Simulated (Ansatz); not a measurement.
**Electron-phonon data for TiPt3 (Pm-3m)**

Input:

```xyz
4
Lattice="3.8995 0.0000 0.0000 0.0000 3.8995 0.0000 0.0000 0.0000 3.8995" Properties=species:S:1:pos:R:3 pbc="T T T"
Ti     0.0000     0.0000     0.0000
Pt     1.9497     1.9497     0.0000
Pt     0.0000     1.9497     1.9497
Pt     1.9497     0.0000     1.9497
```

Method: PBEsol, DFPT electron-phonon coupling, linearised Boltzmann equation (plane waves, PAW, scalar-relativistic; Ansatz, a first-principles code). Cell: relaxed with this functional, without spin-orbit coupling.

```yaml
resistivity at 300 K: 14.6 μΩ·cm
resistivity at 77 K: 2.1 μΩ·cm
```

A metal at this level (no band gap). Only scattering by harmonic phonons is included (no impurities, grain boundaries, electron-electron scattering or thermal expansion). Spin-orbit coupling is left out, which matters with elements this heavy. Halving the electron mesh (24x24x24) moves the resistivity by up to 8 % at 300 K. Smearing 0.20 eV; phonons on a 4x4x4 q mesh, which this run doesn't test and which matters most at low temperature.

Formula and space group known from diffraction (Crystallography Open Database), not checked to be the room-temperature form: TiPt3 (Pm-3m).
